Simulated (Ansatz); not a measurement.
Input:

```yaml
crystal:
  lattice:
    - [2.93585, 0.00000, 0.00000]
    - [1.46792, 2.54252, 0.00000]
    - [0.00000, 0.00000, 5.09292]
  atoms:
    - { symbol: Si, position: [0.66667, 0.66667, 0.99718] }
    - { symbol: Si, position: [0.33333, 0.33333, 0.49718] }
    - { symbol: C, position: [0.66667, 0.66667, 0.62802] }
    - { symbol: C, position: [0.33333, 0.33333, 0.12802] }
```

No spin polarisation.

The values are results of r2SCAN in Ansatz (plane waves to 500 eV, PAW, scalar-relativistic without spin-orbit coupling), earlier PAW set, not measurements. Γ-centred 12×12×7 mesh, Fermi–Dirac width 0.05 eV.

Q: Predict the valence-band top at Γ, in-plane stress and gap character.

A: Valence-band top at Γ (three highest levels, from the VBM): 0.00, 0.00, -0.83 eV
Mean in-plane stress (compression positive): +34.5 GPa
Gap character: indirect, Γ → K

The cells carry an imposed strain or load. Stability against distortions was not tested. The cell was made from SiC in the wurtzite structure (space group P6_3mc, No. 186) by this change: biaxial strain −4.54 %, plane normal [001], relaxed out of plane.

Ansatz is a first-principles code.
